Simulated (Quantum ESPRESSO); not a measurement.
## Short convergence ladders for TiHg (P4mm, 2 atoms in the cell)

```
TiHg
1.0
    3.02460     0.00000     0.00000
    0.00000     3.02460     0.00000
    0.00000     0.00000     4.11345
Ti Hg
1 1
Direct
  0.50000   0.50000   0.51216
  0.00000   0.00000   0.00000
```
Moments meant for the start (each program seeds them in its own way; μB, in the order of the atoms Ti Hg): 1.0 0.0.

Base method: PBEsol, GBRV 1.5 ultrasoft (PBESOL) pseudopotentials (plane waves; Quantum ESPRESSO).

Base settings: ecutwfc = 50 Ry; ecutrho = 400 Ry; occupations = smearing; smearing = fermi-dirac; degauss = 0.0073499 Ry; nspin = 2; potentials = {Ti: ti_pbesol_v1.4.uspp.F.UPF, Hg: hg_pbesol_v1.uspp.F.UPF}; K_POINTS = automatic 5 5 4 0 0 0; conv_thr = 1e-10 Ry; mixing_beta = 0.3.

The count of work is k-points × plane waves × bands × iterations; it is no time. Core times come from one kind of shared machine, to one figure; runs under 30 s give none.

**Shifted k-point meshes**

Only quantities that move along the ladder and can be compared are tabulated.

The magnetic state is not the same in all runs (site moments differ, or a search went on to a lower state), so steps between rows are not convergence errors alone.

```csv
K_POINTS,free energy less the last step's (meV/atom),pressure (GPa),largest difference of a force vector from the last step's (eV/Å),net moment (μB/atom),count of work / last,core time / last (rough)
automatic 2 2 2 1 1 1,480.14,-2.26,0.060,0.150,0.0081,0.1
automatic 3 3 3 1 1 1,-79.27,-4.73,0.002,0.450,0.024,0.1
automatic 5 5 4 1 1 1,7.02,-5.19,0.007,0.345,0.053,0.1
automatic 16 16 12 1 1 1,0.00,-5.27,0.000,0.235,1.0,1
```

Coarsest K_POINTS that holds the net moment within 0.05 μB/atom: not settled: the last two steps still differ by 0.11 μB/atom, over half the tolerance, so the ladder does not show it.

**The k-point mesh at a smearing width of 0.3 eV**

In this ladder: degauss = 0.02205 Ry.

Only quantities that move along the ladder and can be compared are tabulated.

| K_POINTS | free energy less the last step's (meV/atom) | pressure (GPa) | count of work / last | core time / last (rough) |
|---|---|---|---|---|
| automatic 4 4 3 0 0 0 | -23.16 | -4.44 | 0.053 | 0.1 |
| automatic 6 6 4 0 0 0 | 4.97 | -4.13 | 0.13 | 0.2 |
| automatic 8 8 6 0 0 0 | -0.44 | -4.23 | 0.28 | 0.3 |
| automatic 14 14 11 0 0 0 | 0.00 | -4.22 | 1.0 | 1 |

Coarsest K_POINTS that holds the free energy within 1 meV/atom of the last step, with all finer ones: automatic 8 8 6 0 0 0, at 0.28 of the last step's count of work and about 0.3 of the last step's time; the step before is off by 5.0 meV/atom.

Coarsest K_POINTS that holds the pressure within 0.2 GPa of the last step, with all finer ones: automatic 6 6 4 0 0 0, at 0.13 of the last step's count of work and about 0.2 of the last step's time; the step before is off by 0.22 GPa.

**The SCF threshold**

The mesh stays at the base's, so the ladder's end is converged at best in this setting alone.

Only quantities that move along the ladder and can be compared are tabulated.

```tsv
conv_thr	free energy less the last step's (meV/atom)	largest difference of a force vector from the last step's (eV/Å)	net moment (μB/atom)	count of work / last
0.0073 Ry	22.02	0.020	0.185	0.25
7.3e-05 Ry	1.53	0.002	0.170	0.32
7.3e-07 Ry	0.00	0.000	0.005	0.68
1e-10 Ry	0.00	0.000	0.000	0.86
7.3e-14 Ry	0.00	0.000	0.000	1.0
```

Coarsest conv_thr that holds the free energy within 1 meV/atom of the last step, with all finer ones: 7.3e-07 Ry; the step before is off by 1.5 meV/atom.

Coarsest conv_thr that holds the forces within 0.005 eV/Å of the last step, with all finer ones: 7.3e-05 Ry, at 0.32 of the last step's count of work; the step before is off by 0.020 eV/Å.

Coarsest conv_thr that holds the net moment within 0.01 μB/atom of the last step, with all finer ones: 7.3e-07 Ry; the step before is off by 0.17 μB/atom.

On the base run: the starting cell comes from a database of computed structures (which also holds hypothetical and non-ambient phases and stackings), without a prior relaxation at this level. Its lattice was rescaled by up to half a per cent. One atom was moved a little off its site on purpose. The starting moments vanished: the run ended non-magnetic. In the base run, with a pressure of about -6 GPa the cell is away from its equilibrium volume at this level. Without a gap this mesh is coarse (it stands for a supercell whose shortest vector is 15 Å).
